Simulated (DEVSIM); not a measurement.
Structure: abrupt InP p-n junction, at 250 K.

| layer (left to right) | material | thickness (μm) | Nd (cm⁻³) | Na (cm⁻³) | τn (s) | τp (s) |
|---|---|---|---|---|---|---|
| 1 | InP | 24.0 | - | 1.1e17 | 8.9e-10 | 8.9e-10 |
| 2 | InP | 0.920 | 2.6e16 | - | 8.9e-10 | 8.9e-10 |

Left contact: ohmic. Right contact: ohmic. Voltage is applied to the left contact. Recombination: SRH at mid-gap, radiative, Auger. Mobility is constant in doping.

The device is made up for the run: typed textbook-type constants, with dimensions and the other settings drawn at random. Values at 300 K; Nc and Nv go as T^1.5, mobilities as T to minus their exponent, the gap by Varshni's rule with the affinity fixed.

| parameter | InP |
|---|---|
| gap (eV) | 1.344 |
| affinity (eV) | 4.38 |
| permittivity | 12.5 |
| Nc (cm⁻³) | 5.7e17 |
| Nv (cm⁻³) | 1.1e19 |
| μn (cm²/Vs) | 5200 |
| μp (cm²/Vs) | 170 |
| T exponent of μn | 2 |
| T exponent of μp | 2 |
| B (cm³/s) | 1.2e-10 |
| Cn (cm⁶/s) | 9e-31 |
| Cp (cm⁶/s) | 9e-31 |
| Varshni α (eV/K) | 0.000363 |
| Varshni β (K) | 162 |

Model (solved in DEVSIM): 1D drift-diffusion, Boltzmann statistics, complete ionisation; no tunnelling, impact ionisation, image-force lowering or self-heating.

### Question
Tabulate band edges, carrier densities and field at zero bias.

### Answer
Energies count from the Fermi level of the right contact; mesh points crowd at the junctions.

| x (μm) | Ec (eV) | Ev (eV) | n (cm⁻³) | p (cm⁻³) | field (V/cm) |
|---|---|---|---|---|---|
| 0.000 | 1.266 | -0.093 | < 1e2 | 1.1e17 | ≈ 0 |
| 0.03027 | 1.266 | -0.093 | < 1e2 | 1.1e17 | ≈ 0 |
| 0.09864 | 1.266 | -0.093 | < 1e2 | 1.1e17 | ≈ 0 |
| 0.2531 | 1.266 | -0.093 | < 1e2 | 1.1e17 | ≈ 0 |
| 0.8084 | 1.266 | -0.093 | < 1e2 | 1.1e17 | ≈ 0 |
| 1.856 | 1.266 | -0.093 | < 1e2 | 1.1e17 | ≈ 0 |
| 4.223 | 1.266 | -0.093 | < 1e2 | 1.1e17 | ≈ 0 |
| 12.00 | 1.266 | -0.093 | < 1e2 | 1.1e17 | ≈ 0 |
| 18.70 | 1.266 | -0.093 | < 1e2 | 1.1e17 | ≈ 0 |
| 21.67 | 1.266 | -0.093 | < 1e2 | 1.1e17 | ≈ 0 |
| 22.98 | 1.266 | -0.093 | < 1e2 | 1.1e17 | ≈ 0 |
| 23.68 | 1.266 | -0.093 | < 1e2 | 1.1e17 | ≈ 0 |
| 23.87 | 1.266 | -0.093 | < 1e2 | 1.1e17 | -18 |
| 23.96 | 1.241 | -0.119 | < 1e2 | 3.4e16 | -18000 |
| 24.00 | 1.012 | -0.348 | < 1e2 | 8.2e11 | -84000 |
| 24.03 | 0.772 | -0.587 | 120 | 1.2e7 | -72000 |
| 24.10 | 0.376 | -0.984 | 1.2e10 | < 1e2 | -47000 |
| 24.24 | 0.067 | -1.293 | 2.0e16 | < 1e2 | -2500 |
| 24.62 | 0.061 | -1.299 | 2.6e16 | < 1e2 | ≈ 0 |
| 24.79 | 0.061 | -1.299 | 2.6e16 | < 1e2 | ≈ 0 |
| 24.88 | 0.061 | -1.299 | 2.6e16 | < 1e2 | ≈ 0 |
| 24.92 | 0.061 | -1.299 | 2.6e16 | < 1e2 | ≈ 0 |
